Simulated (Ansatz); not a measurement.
## A computed series for NbB2: response to strain

Base system: NbB2 (space group P6/mmm, No. 191; a = 3.096 Å, c = 3.289 Å; relaxed with 0.1 eV smearing). Axes: x lies along a and z along c of the hexagonal cell.

Strains are applied to the cell and any free atomic positions relax; under biaxial strain the out-of-plane vector relaxes too; under stress the whole cell relaxes.

Level of theory: PBEsol, PAW, 420 eV (Ansatz, a quantum-chemistry and plane-wave program; no spin-orbit coupling).

Notes on the quantities. pressure: mean of the normal stresses, compression positive.

| variant | volume per atom | pressure |
|---|---|---|
| base | 9.10 Å³ | 0.0 GPa |
| biaxial strain −1.05 %, plane normal [001], relaxed out of plane | 8.99 Å³ | 4.1 GPa |
| isotropic strain −1.12 % | 8.80 Å³ | 10.9 GPa |
| isotropic strain +0.67 % | 9.29 Å³ | -5.8 GPa |
| uniaxial strain ε_yy = −4.40 % | 8.70 Å³ | 15.7 GPa |
| uniaxial stress, 8 GPa tension along x | 9.18 Å³ | – |

Beyond what the load breaks, stability against distortions was not tested. All final runs are without spin polarisation. An odd electron count without spin: NbB2.
